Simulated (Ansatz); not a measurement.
**Input and output of a self-consistent single point for ZrC (Fm-3m, 2 atoms in the cell) (Ansatz, a program for electronic structure)**

Method of the run: PBE (plane waves, PAW; Ansatz).

This input was run:

Ansatz 0.2 input:
```yaml
crystal:
  lattice:
    - [0.00000000, 2.30887500, 2.30887500]
    - [2.30887500, 0.00000000, 2.30887500]
    - [2.30887500, 2.30887500, 0.00000000]
  atoms:
    - { symbol: Zr, position: [0.00000000, 0.00000000, 0.00000000] }
    - { symbol: C, position: [0.50000000, 0.50000000, 0.50000000] }
kpoints:
  mp_grid: { grid: [10, 10, 10] }
hamiltonian:
  xc: pbe
  pseudopotentials: { kind: paw }
scf:
  occupations: { method: gaussian, width: 0.2 }
output:
  forces: true
  eigenvalues: true
  stress: true
```

Log, with long lists cut:

```
WARN basis.ecutwfc = 420 eV, the default
WARN ansatz: RAYON_NUM_THREADS=1 ignored (pool sized by the plan → 1); use --threads N
Pseudopotentials: kind: paw
Pseudopotential: Zr, paw, valence charge 12
Pseudopotential: C, paw, valence charge 4
Crystal: 2 atoms, lattice volume = 24.617 Å³
Basis set: ecut = 420 eV, 531 PW (Γ), exchange–correlation on 48×48×48 points (8 copies of the dense FFT grid, shifted against one another)
Bands: 12, of which v1, the nominal top of the filled ones, is band 8 counted from 1 (7 counted from 0)
Symmetry: 48 space group operations
Space group: Fm-3m (ITA 225), of the structure as read, at distance tolerance 2.9e-5 Å
k-points: 47 of 1000
Initial density: superposition of atomic densities (neutral atoms: chi_scale 0, normalization atom), corrected by the library's trained network
Initial wavefunctions: pseudopotential atomic-orbital guess
Eigensolver: davidson
Functional: x = pbe(κ = 0.804, μ = 0.2195149727645171), c = pbe(β = 0.06672455060314922)
SCF iter   1: F=—  HF=-4436.432196 eV  |F-HF|=—  |Δ(HF+E_count)|=         —  Δρ=8.09e-4  dr2=4.36e-5  ethr=1.77e-3  ⟨swp⟩=5.0  Hψ=2830  notcnv=0
all-band conjugate gradients solve this SCF's bands
preconditioner: auto → none
SCF iter   2: F=—  HF=-4436.431990 eV  |F-HF|=—  |Δ(HF+E_count)|=   2.06e-4  Δρ=4.70e-4  dr2=2.66e-5  ethr=2.73e-7  ⟨swp⟩=2.7  Hψ=1355  notcnv=0
SCF iter   3: F=—  HF=-4436.432015 eV  |F-HF|=—  |Δ(HF+E_count)|=   2.48e-5  Δρ=1.22e-4  dr2=1.39e-6  ethr=1.66e-7  ⟨swp⟩=2.7  Hψ=945  notcnv=0
SCF iter   4: F=—  HF=-4436.432016 eV  |F-HF|=—  |Δ(HF+E_count)|=   9.03e-7  Δρ=5.71e-5  dr2=4.81e-7  ethr=8.70e-9  ⟨swp⟩=2.0  Hψ=915  notcnv=0
iter 5 did not close the SCF: its close was put off for the readings that it lacked (scf_convergence_deferred on its scf_iter line)
SCF iter   5: F=-4436.432016 eV  HF=-4436.432016 eV  |F-HF|=4.92e-8  |Δ(HF+E_count)|=   1.68e-7  Δρ=2.42e-5  dr2=7.71e-8  ethr=3.00e-9  ⟨swp⟩=2.1  Hψ=928  notcnv=0
SCF iter   6: F=-4436.432016 eV  HF=-4436.432016 eV  |F-HF|=1.40e-10  |Δ(HF+E_count)|=   2.70e-8  Δρ=1.11e-6  dr2=2.21e-10  ethr=4.82e-10  ⟨swp⟩=2.3  Hψ=2066  notcnv=0
SCF 1 converged in 6 iterations: F = -4436.432016 eV  dr2 = 2.21e-10
SCF converged after 6 iterations
Free energy (F): -4436.432016 eV
Harris-Foulkes:  -4436.432016 eV  (|F-HF|=1.40e-10)
Internal energy: -4436.425860 eV  (E = F + TS)
E sigma→0 (E₀):  -4436.428938 eV
Entropy (-TS):   -0.006155 eV (-3.078 meV/atom)
Fermi energy:    15.789662 eV
--- Per-component energies (eV) ---
  E_band       = -33.308561
  E_kinetic    = 426.448263
  E_local      = -567.278281  (includes V_loc(G=0)·N_el)
  E_nonlocal   = 104.733280
  E_hartree    = 171.453404
  E_xc         = -212.645934
  E_vxc        = -254.400062  (∫ρ·V_xc dr)
  E_paw        = -3052.258621  (= ΣΔE_a)
  E_vpaw       = -85.718724  (= ΣTr[D̂ρ^β])
  E_aug_tail   = 0.000031  (compensation charges beyond the density's cutoff)
  E_ewald      = -1306.878004
  E_smearing   = -0.006155  (= −TS)
  E_closure    = 0.000000  (closes the sum)
  Σ components = -4436.432016   (vs F -4436.432016, Δ=0.00e0)
--- Forces (eV/Å), atoms counted from 1 ---
  atom   1  Zr    -0.00000000     0.00000000    -0.00000000
  atom   2  C      0.00000000    -0.00000000     0.00000000
  max |Σ_I F_I| component: 1.41e-30 eV/Å
--- Stress (GPa, compression-positive) ---
       14.645134      -0.000000       0.000000
        0.000000      14.645134      -0.000000
        0.000000       0.000000      14.645134
  P = ⅓ Tr σ = 14.6451 GPa (146.451 kbar)
  The stress holds the Pulay correction. Without it, at fixed plane waves, as pw.x and ABINIT print it: P = 14.4369 GPa
--- Band table (eV; the first three rows and the last of 47) ---
  k-point 0: bands = ["-32.1120", "-9.7861", "-9.7861", "-9.7861", "4.2892", "16.7269", "16.7269", "16.7269", "16.8919", "16.8919", "16.8919", "18.7488"]
  k-point 1: bands = ["-32.0997", "-9.8938", "-9.7951", "-9.7951", "4.5362", "15.3797", "15.6717", "15.6717", "17.2871", "17.2871", "17.7474", "19.9115"]
  k-point 2: bands = ["-32.0676", "-10.1656", "-9.8184", "-9.8184", "5.2103", "13.7465", "14.4211", "14.4211", "17.9851", "17.9851", "18.3573", "21.8999"]
  k-point 46: bands = ["-31.9392", "-10.4877", "-10.3203", "-10.1552", "6.0997", "13.2433", "13.4107", "13.4911", "18.2963", "20.1098", "21.8472", "22.8804"]
```

The run converged in 6 iterations.

The starting cell has typed, rounded lattice constants, without a prior relaxation at this level. Its lattice was rescaled by a random factor within 2.5 % of one. With a pressure of about 15 GPa the cell is away from its equilibrium volume at this level. Ansatz's pressure includes its estimate of the finite-basis (Pulay) stress.
